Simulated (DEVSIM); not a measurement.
Structure: InP p-i-n diode, at 300 K.

| layer (left to right) | material | thickness (μm) | Nd (cm⁻³) | Na (cm⁻³) | τn (s) | τp (s) |
|---|---|---|---|---|---|---|
| 1 | InP | 1.20 | - | 1.2e17 | 4.6e-9 | 4.6e-9 |
| 2 | InP | 0.770 | 9.9e11 | - | 4.6e-9 | 4.6e-9 |
| 3 | InP | 0.350 | 2.1e17 | - | 4.6e-9 | 4.6e-9 |

Left contact: ohmic. Right contact: ohmic. Voltage is applied to the left contact. Recombination: SRH at mid-gap, Auger. Mobility is μmin + (μ − μmin)/(1 + (N/Nref)^α).

The device is made up for the run: typed textbook-type constants, with dimensions and the other settings drawn at random. Values at 300 K.

```tsv
parameter	InP
gap (eV)	1.344
affinity (eV)	4.38
permittivity	12.5
Nc (cm⁻³)	5.7e17
Nv (cm⁻³)	1.1e19
μn (cm²/Vs)	5200
μp (cm²/Vs)	170
μn,min	400
μp,min	10
Nref,n	3e17
Nref,p	4.9e17
αn	0.47
αp	0.62
Cn (cm⁶/s)	9e-31
Cp (cm⁶/s)	9e-31
```

Model (solved in DEVSIM): 1D drift-diffusion, Boltzmann statistics, complete ionisation; no tunnelling, impact ionisation, image-force lowering or self-heating.

The doping Na of layer 1 was swept, all else fixed.

| doping Na of layer 1 (cm^-3) | dark forward voltage at 1 A/cm² (V) | dark forward voltage at 100 A/cm² (V) | potential step across the device at zero bias (V) |
|---|---|---|---|
| 3.6e15 | … | … | 1.111 |
| 1.2e16 | 0.868 | 0.996 | 1.142 |
| 3.6e16 | 0.893 | 1.025 | 1.170 |
| 1.2e17 | 0.916 | 1.056 | 1.201 |
| 3.6e17 | 0.929 | 1.083 | 1.230 |
| 1.2e18 | 0.936 | 1.106 | 1.261 |
| 3.6e18 | 0.938 | 1.117 | 1.289 |

Question: Complete the blanks.

Answer: 
- 3.6e15, dark forward voltage at 1 A/cm² (V): 0.838
- 3.6e15, dark forward voltage at 100 A/cm² (V): 0.969
